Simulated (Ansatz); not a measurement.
Subject: the reaction energy. Reaction: 3 Si (diamond) + 4 AlN (wurtzite) → 4 Al (fcc) + Si3N4 (P6₃/m). A negative value means that the right-hand side lies lower.

Al (fcc, Fm-3m), 1 atom in the cell, k-point mesh 26×26×26 on the run's own vectors. Conventional cell: a = b = c = 4.042 Å, α = β = γ = 90.00°.

Si3N4 (P6₃/m), 14 atoms in the cell, k-point mesh 12×6×6 on the run's own vectors.
N4Si3 has the hexagonal space group P6₃/m (No. 176), Pearson symbol hP14. Conventional cell: a = 7.664 Å, b = 7.664 Å, c = 2.926 Å, α = 90.00°, β = 90.00°, γ = 120.00°. Si on 6h has 4 N at 1.743–1.749 Å (tetrahedral). N1 on 2d has 3 Si at 1.743 Å (trigonal planar). N2 on 6h is surrounded by 3 Si at 1.748 Å (trigonal planar). (Neighbours: up to the widest gap in distance over summed covalent radii, below 1.35, at either atom.)

Si (diamond, Fd-3m), 2 atoms in the cell, k-point mesh 10×10×10 on the run's own vectors. Conventional cell: a = b = c = 5.470 Å, α = β = γ = 90.00°.

AlN (wurtzite, P6₃mc), 4 atoms in the cell, k-point mesh 12×12×8 on the run's own vectors.
Space group P6₃mc (No. 186); a = 3.130 Å, b = 3.130 Å, c = 5.018 Å, α = 90.00°, β = 90.00°, γ = 120.00°

| atom | site | symmetry | x | y | z |
|---|---|---|---|---|---|
| Al | 2b | 3m. | 0.6667 | 0.3333 | 0.4992 |
| N | 2b | 3m. | 0.3333 | 0.6667 | 0.3808 |

Plane-wave PAW calculations with Ansatz (a first-principles code), its default PAW set, cutoff 420 eV, 500 eV for r2SCAN. The structures are at rest with PBE; other levels are single points on them, but for the rows marked own geometry. HSE06 runs on coarser k-point meshes, mended by the PBE difference between the two meshes. Some cells are metallic or hold partly filled levels, where a hybrid on a coarse mesh is less sure. Neutral cells; Fermi-Dirac smearing of at most 0.10 eV in the solids, energies taken to zero width. The lattices are those relaxed with PBE, so at other levels the solids can be strained, which adds to the spread. A dispersion term (D3(BJ), or D4 for r2SCAN) was computed beside these levels and is taken off wherever the name lacks it. No zero-point or thermal terms. Cells are local rest points, mostly with their start's symmetry.

**Question.** What is the computed value (PBE)?

**Answer.** 3.53 eV, for 3 Si (diamond) + 4 AlN (wurtzite) → 4 Al (fcc) + Si3N4 (P6₃/m).

**Question.** What do the other levels give, and how wide is the spread?

**Answer.** 
```tsv
Functional	value (eV)	less PBE
PBE+D3(BJ)	3.45	-0.08
r2SCAN+D4	4.09	0.56
HSE06+D3(BJ)	3.68	0.15
r2SCAN (own geometry)	4.07	0.54
```

The levels span 0.64 eV, from PBE+D3(BJ) (3.45) to r2SCAN+D4 (4.09).
